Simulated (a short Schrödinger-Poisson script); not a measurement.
**Gated Al0.4Ga0.6As/GaAs modulation-doped gas**

System: gated Al0.4Ga0.6As/GaAs modulation-doped gas, at 20 K.

```
layer      material  thickness (nm)  Nd (cm⁻³)  Na (cm⁻³)
-----  ------------  --------------  ---------  ---------
1      Al0.4Ga0.6As              10          -          -
2      Al0.4Ga0.6As              30     7.1e17          -
3      Al0.4Ga0.6As               5          -          -
4              GaAs            6000          -       1e14
```

Constants are typed, rounded textbook-type inputs, not results; the design itself was drawn at random and stands for no fabricated device. Al0.4Ga0.6As: permittivity 11.76, conduction-band edge (eV) 0.316, gap (eV) 1.923, electron mass (mₑ) 0.1002, Nv at 300 K (cm⁻³) 9e18. GaAs: permittivity 12.9, conduction-band edge (eV) 0, gap (eV) 1.424, Nv at 300 K (cm⁻³) 9e18.

Channel valleys (confinement mass, in-plane density-of-states mass, number): Γ 0.067, 0.067, 1. At the gate the conduction-band edge of layer 1 lies 1.07 eV − eVg above the Fermi level of the channel; the field vanishes at the back. Donor level 0.05 eV below the band edge. The barrier under the gate holds no holes. Gaps are held at their typed values at every temperature. Mesh 0.08 nm at interfaces.

From a short Schrödinger-Poisson script (our own, NumPy): 1D Poisson equation in equilibrium, electrons quantum, Hartree (BenDaniel-Duke, 40 states a valley, the channel's in-plane mass for all, wave functions free to enter the barrier), parabolic valleys, classical holes, donors ionised by Fermi statistics, acceptors fully, no traps, pinning or gate leakage.

```tsv
Vg (V)	electrons (cm⁻²)	in the channel layer	C (μF/cm²)	Γ E0 (meV)	Γ E1 (meV)
0.5	6.52e11	6.44e11	0.207	-22.3	0.3
0.45	5.88e11	5.81e11	0.207	-20.2	1.0
0.4	5.23e11	5.18e11	0.206	-18.2	1.8
0.35	4.59e11	4.55e11	0.205	-16.1	2.7
0.3	3.96e11	3.92e11	0.204	-14.0	3.8
0.25	3.32e11	3.30e11	0.202	-11.8	4.9
0.2	2.69e11	2.68e11	0.201	-9.6	6.1
0.15	2.07e11	2.06e11	0.199	-7.4	7.4
0.1	1.45e11	1.45e11	0.197	-5.1	8.6
0.05	8.47e10	8.44e10	0.192	-2.7	9.9
0	2.63e10	2.62e10	0.179	0.6	11.9
```

Gate voltages with under 1e6 electrons/cm² are left out.

Subbands count from the Fermi level.
